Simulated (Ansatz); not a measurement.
**Hf: response to strain**

Start from Hf in the hcp (Mg type) structure (space group P6_3/mmc, No. 194; a = 3.158 Å, c = 5.004 Å; relaxed with 0.1 eV smearing). Axes: x lies along a and z along c of the hexagonal cell.

Strains are applied to the cell and any free atomic positions relax; under biaxial strain the out-of-plane vector relaxes too.

Calculations: PBEsol (Ansatz, an electronic-structure program, PAW, no SOC).

Notes on the quantities. pressure: mean of the normal stresses, compression positive.

| variant | pressure | volume per atom |
|---|---|---|
| base | 0.0 GPa | 21.61 Å³ |
| biaxial strain −3.00 %, plane normal [001], relaxed out of plane | 4.4 GPa | 20.81 Å³ |
| biaxial strain −1.50 %, plane normal [001], relaxed out of plane | 2.2 GPa | 21.20 Å³ |
| biaxial strain −0.50 %, plane normal [001], relaxed out of plane | 0.7 GPa | 21.47 Å³ |
| biaxial strain +0.50 %, plane normal [001], relaxed out of plane | -0.7 GPa | 21.75 Å³ |
| biaxial strain +1.00 %, plane normal [001], relaxed out of plane | -1.4 GPa | 21.89 Å³ |
| biaxial strain +1.50 %, plane normal [001], relaxed out of plane | -2.0 GPa | 22.04 Å³ |
| biaxial strain +2.00 %, plane normal [001], relaxed out of plane | -2.6 GPa | 22.18 Å³ |
| biaxial strain +2.50 %, plane normal [001], relaxed out of plane | -3.2 GPa | 22.32 Å³ |
| biaxial strain +3.00 %, plane normal [001], relaxed out of plane | -3.8 GPa | 22.46 Å³ |

Whether these cells are dynamically stable was not tested. All final runs are without spin polarisation.
